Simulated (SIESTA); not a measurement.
Worked example: self-consistent single point of MgMnCoO4 (P1, 7 atoms in the cell) in SIESTA.

Level of theory: LDA PW92, numerical atomic orbitals TZP, PseudoDojo LDA standard norm-conserving potentials (rewritten from UPF to PSML) run with SIESTA.

```xyz
7
Lattice="2.9310 0.0000 0.0000 0.2141 5.2137 0.0000 0.1099 1.4299 5.0393" Properties=species:S:1:pos:R:3 pbc="T T T"
Mg     1.4855     1.9812     1.4670
Mn     1.7994     6.4307     4.8741
Co     3.0114     3.8524     2.9582
O      1.6719     3.9566     1.4507
O      0.3354     5.4303     4.1316
O      2.9503     0.9263     0.6613
O      1.5821     2.4575     3.3916
```
Moments meant for the start (each program seeds them in its own way; μB, in the order of the atoms Mg Mn Co O O O O): 0.0 4.0 3.0 0.0 0.0 0.0 0.0.

Reference input (self-consistent single point, DFT, LDA PW92, numerical atomic orbitals TZP, PseudoDojo LDA standard norm-conserving potentials (rewritten from UPF to PSML)): XC.functional = LDA; XC.authors = PW92; potentials = PseudoDojo LDA standard; PAO.BasisSize = TZP; PAO.EnergyShift = 0.01 Ry; MeshCutoff = 400 Ry; kgrid.MonkhorstPack = 4 3 3; OccupationFunction = FD; ElectronicTemperature = 0.05 eV; Spin = polarized; DM.InitSpin = [1 +0.00, 2 +4.00, 3 +3.00, 4 +0.00, 5 +0.00, 6 +0.00, 7 +0.00]; MaxSCFIterations = 150. This run's input differs from it in these lines:

```diff
@@ -35,5 +35,5 @@
 %block kgrid.MonkhorstPack
-    4   0   0  0.0
-    0   3   0  0.0
-    0   0   3  0.0
+    1   0   0  0.0
+    0   1   0  0.0
+    0   0   1  0.0
 %endblock kgrid.MonkhorstPack
```

Log, with long lists cut:

```
        iscf     Eharris(eV)        E_KS(eV)     FreeEng(eV)     dDmax    Ef(eV) dHmax(eV)
   scf:    1   -10371.838681   -10476.925746   -10476.970160  0.945845 -2.541370 34.033022
     spin moment: {S} , |S| = {        0.0        0.0    7.67751 }     7.67751
   scf:    2   -10527.164229   -10513.746955   -10513.777067  0.826064 -4.140149 17.350102
     spin moment: {S} , |S| = {        0.0        0.0    5.97205 }     5.97205
   scf:    3   -10514.549072   -10519.027773   -10519.082956  0.505455 -4.321004 11.010584
     spin moment: {S} , |S| = {        0.0        0.0    5.91623 }     5.91623
   [... lines left out ...]
     spin moment: {S} , |S| = {        0.0        0.0    4.00400 }     4.00400
   scf:  148   -10522.463968   -10522.516897   -10522.599170  0.090617 -4.587793  0.532308
     spin moment: {S} , |S| = {        0.0        0.0    4.38107 }     4.38107
   scf:  149   -10522.547997   -10522.534110   -10522.608169  0.032045 -4.594133  0.723323
     spin moment: {S} , |S| = {        0.0        0.0    4.17847 }     4.17847
   scf:  150   -10522.518437   -10522.525964   -10522.601539  0.011328 -4.591657  0.649623
     spin moment: {S} , |S| = {        0.0        0.0    4.24719 }     4.24719
SCF_NOT_CONV: SCF did not converge in maximum number of steps (required).
SCF_NOT_CONV: SCF did not converge in maximum number of steps (required).
Geom step, scf iteration, dDmax, dHmax:    0   150      0.011328     0.047746
Geom step, scf iteration, dDmax, dHmax:    0   150      0.011328     0.047746

ABNORMAL_TERMINATION
ABNORMAL_TERMINATION
Stopping Program from Node:    0
Stopping Program from Node:    0
```

The run ended unconverged after 150 iterations. 

The starting cell comes from a database of computed structures (which also holds hypothetical and non-ambient phases and stackings), without a prior relaxation at this level. Values carry the incompleteness of an atom-centred basis.

Cost on one core of a shared machine: roughly 6 min.
